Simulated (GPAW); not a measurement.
**GPAW run on CuAgO2 (Pmmm, 4 atoms in the cell): self-consistent single point**

Computed with PBEsol, GPAW PAW datasets PBEsol (made by gpaw-setup) (plane waves; GPAW).

Input as run:

```python
from ase import Atoms
from ase.units import GPa
from gpaw import GPAW, PW, FermiDirac

atoms = Atoms(['Cu', 'Ag', 'O', 'O'],
              cell=[[2.833620, 0.000000, 0.000000],
                    [0.000000, 3.374349, 0.000000],
                    [0.000000, 0.000000, 5.437145]],
              scaled_positions=[[0.500000, 0.500000, 0.500000],
                                [0.000000, 0.000000, 0.000000],
                                [0.000000, 0.500000, 0.270850],
                                [0.000000, 0.500000, 0.729150]],
              pbc=True)

calc = GPAW(mode=PW(900),
            xc='PBEsol',
            kpts={'size': (10, 9, 6), 'gamma': True},
            occupations=FermiDirac(0.1),
            nbands=-10,
            symmetry={'symmorphic': False, 'tolerance': 0.0005},
            maxiter=150,
            txt='-')

atoms.calc = calc

energy = atoms.get_potential_energy()
print('Energy (eV):', round(energy, 6))
forces = atoms.get_forces()
print('Forces (eV/Ang):')
print(forces.round(5))
stress = atoms.get_stress()
print('Stress (GPa, Voigt):', (stress / GPa).round(4))
```

Output, abridged:

```
Input parameters:
  kpts: {gamma: True,
         size: (10, 9, 6)}
  maxiter: 150
  mode: {ecut: 900.0000000000001,
         name: pw}
  nbands: -10
  occupations: {fixmagmom: False,
                name: fermi-dirac,
                width: 0.1}
  symmetry: {symmorphic: False,
             tolerance: 0.0005}
  xc: PBEsol

species:
  Cu:
    name: Copper
    Z: 29.0
    valence: 11
    core: 18
    charge: 0.0
    file: Cu.PBEsol.gz

    # Using partial waves for Cu as LCAO basis

  Ag:
    name: Silver
    Z: 47.0
    valence: 17
    core: 30
    charge: 0.0
    file: Ag.PBEsol.gz

    # Using partial waves for Ag as LCAO basis

  O:
    name: Oxygen
    Z: 8.0
    valence: 6
    core: 2
    charge: 0.0
    file: O.PBEsol.gz

    # Using partial waves for O as LCAO basis

Reference energy: -193581.381940  # eV

Spin-paired calculation

Convergence criteria:
 Maximum [total energy] change in last 3 cyles: 0.0005 eV / valence electron
 Maximum integral of absolute [dens]ity change: 0.0001 electrons / valence electron
 Maximum integral of absolute [eigenst]ate change: 4e-08 eV^2 / valence electron
 Maximum number of scf [iter]ations: 150

Symmetries present (total): 8
Symmetries with fractional translations: 0
540 k-points: 10 x 9 x 6 Monkhorst-Pack grid + [1/20,0.000000,1/12]
120 k-points in the irreducible part of the Brillouin zone
       k-points in crystal coordinates                weights
   0:     0.00000000    0.00000000    0.00000000          1/540
   1:     0.00000000    0.00000000    0.16666667          2/540
   2:     0.00000000    0.00000000    0.33333333          2/540
   [... 7 lines left out ...]
          ...
 119:     0.50000000    0.44444444    0.50000000          2/540

Wave functions: Plane wave expansion
  Cutoff energy: 900.000 eV
  Number of coefficients (min, max): 3155, 3218
  Pulay-stress correction: 0.000000 eV/Ang^3 (de/decut=0.000000)

Occupation numbers: Fermi-Dirac:
  width: 0.1000  # eV

Eigensolver

Densities:
  Coarse grid: 20*24*40 grid
  Fine grid: 40*48*80 grid
  Total Charge: 0.000000

Density mixing:
  Method: separate
  Backend: pulay
  Linear mixing parameter: 0.05
  old densities: 5
  Damping of long wavelength oscillations: 50

Hamiltonian:
  XC and Coulomb potentials evaluated on a 40*48*80 grid
  External potential:
    NoExternalPotential

XC parameters: PBEsol with 2 nearest neighbor stencil

Number of atoms: 4
Number of atomic orbitals: 29
Number of bands in calculation: 30
Number of valence electrons: 40
Bands to converge: occupied

Density initialized from atomic densities
  29 bands from LCAO basis set
  1 band from random numbers

Atomic positions and initial magnetic moments

Positions:
   0 Cu     1.416810    1.687175    2.718573    ( 0.0000,  0.0000,  0.0000)
   1 Ag     0.000000    0.000000    0.000000    ( 0.0000,  0.0000,  0.0000)
   2 O      0.000000    1.687175    1.472651    ( 0.0000,  0.0000,  0.0000)
   3 O      0.000000    1.687175    3.964494    ( 0.0000,  0.0000,  0.0000)

Unit cell:
           periodic     x           y           z      points  spacing
  1. axis:    yes    2.833620    0.000000    0.000000    20     0.1417
  2. axis:    yes    0.000000    3.374349    0.000000    24     0.1406
  3. axis:    yes    0.000000    0.000000    5.437145    40     0.1359

  Lengths:   2.833620   3.374349   5.437145
  Angles:   90.000000  90.000000  90.000000

Effective grid spacing dv^(1/3) = 0.1394

     iter     time        total  log10-change:
                         energy   eigst   dens
iter:   1 --:--:--   -26.526071
iter:   2 --:--:--   -23.058801   -1.40  -1.21
iter:   3 --:--:--   -21.192709   -0.96  -1.28
iter:   4 --:--:--   -20.742143   -2.97  -1.47
iter:   5 --:--:--   -20.485102   -1.66  -1.52
iter:   6 --:--:--   -20.539389   -2.64  -1.61
iter:   7 --:--:--   -20.575343   -2.79  -1.70
iter:   8 --:--:--   -20.052289   -2.12  -1.92
iter:   9 --:--:--   -20.039843   -3.92  -2.23
iter:  10 --:--:--   -20.052541c  -2.57  -2.27
iter:  11 --:--:--   -19.982422   -2.84  -2.24
iter:  12 --:--:--   -19.964132   -3.56  -2.50
iter:  13 --:--:--   -19.965904c  -4.18  -2.88
iter:  14 --:--:--   -19.962641c  -4.80  -2.88
iter:  15 --:--:--   -19.962238c  -5.06  -3.07
iter:  16 --:--:--   -19.962176c  -5.52  -3.23
iter:  17 --:--:--   -19.962160c  -6.91  -3.50
iter:  18 --:--:--   -19.962153c  -6.41  -3.52
iter:  19 --:--:--   -19.962141c  -7.63c -3.63
iter:  20 --:--:--   -19.962083c  -6.29  -3.68
iter:  21 --:--:--   -19.962081c  -7.88c -3.93
iter:  22 --:--:--   -19.962082c  -6.71  -3.96
iter:  23 --:--:--   -19.962082c  -8.22c -4.53c

Converged after 23 iterations.

Dipole moment: (-0.000000, -0.000000, -0.000000) |e|*Ang

Energy contributions relative to reference atoms: (reference = -193581.381940)

Kinetic:         -1.612993
Potential:       -4.565345
External:        +0.000000
XC:             -14.413434
Entropy (-ST):   -0.065364
Local:           +0.662372
SIC:             +0.000000
--------------------------
Free energy:    -19.994764
Extrapolated:   -19.962082

Showing only first 2 kpts
 Kpt  Band  Eigenvalues  Occupancy
  0    18      2.89152    2.00000
  0    19      5.37799    0.02169
  0    20      5.83040    0.00024
  0    21      5.89796    0.00012

  1    18      2.82393    2.00000
  1    19      5.20924    0.11191
  1    20      5.83486    0.00023
  1    21      6.21356    0.00001

Fermi level: 4.92668

No gap
No difference between direct/indirect transitions
Energy (eV): -19.962082

Forces in eV/Ang:
  0 Cu   -0.00000    0.00000    0.00000
  1 Ag    0.00000    0.00000    0.00000
  2 O     0.00000    0.00000   -0.34615
  3 O     0.00000    0.00000    0.34615

Stress tensor:
    -0.001090     0.000000     0.000000
     0.000000     0.026584     0.000000
     0.000000     0.000000     0.023609
Stress (GPa, Voigt): [-0.1746  4.2593  3.7826  0.      0.      0.    ]
```

The run converged in 23 iterations. GPAW prints stress with tension positive.

At such cutoffs GPAW's stress carries a finite-basis (Pulay) error, which enters relaxed cells too; its log prints stress with tension positive.

The starting cell comes from a database of computed structures (which also holds hypothetical and non-ambient phases and stackings), without a prior relaxation at this level. Its lattice was rescaled by a random factor within 2.5 % of one. Spin polarisation is off, so a magnetic state, if there is one, cannot be reached. The run gives no clean gap (levels at the Fermi energy touch, overlap or are partly filled at this smearing), which alone does not show that the compound is a metal.

Cost on one core of a shared machine: roughly 6 min.
